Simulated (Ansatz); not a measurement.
The reference is InAgTe2 in the chalcopyrite structure (space group I-42d, No. 122; a = 6.432 Å, c = 12.766 Å). Axes: x, y, z lie along a, b, c of the conventional cell.

Calculations: PBEsol/PAW in Ansatz (an electronic-structure program), spin-orbit coupling left out.

Base values:

| Quantity | Result |
|---|---|
| Pressure | 0.0 GPa |
| Band gap | 0.08 eV |

One thing is altered: the cell is stretched by 2.25 % along x with no lateral relaxation, atoms relaxed at fixed cell.

Task: How does this affect the pressure?

Result: The pressure (mean of the normal stresses, compression positive) goes from zero to -0.9 GPa.

Task: What does the calculation give for the band gap after the change?

Result: The band gap changes from 0.08 eV to zero.

Task: Predict the new largest internal atomic displacement.

Result: The largest internal atomic displacement comes out as 0.012 Å.

With Te present, leaving out spin-orbit coupling can change the band edges. The cells carry an imposed strain or load. Whether these cells are dynamically stable was not tested. The final runs are not spin-polarised. Gaps under 0.05 eV, about the width of the smearing, are given as zero. A zero or small gap of InAgTe2 can be the functional's error rather than a property of the material.
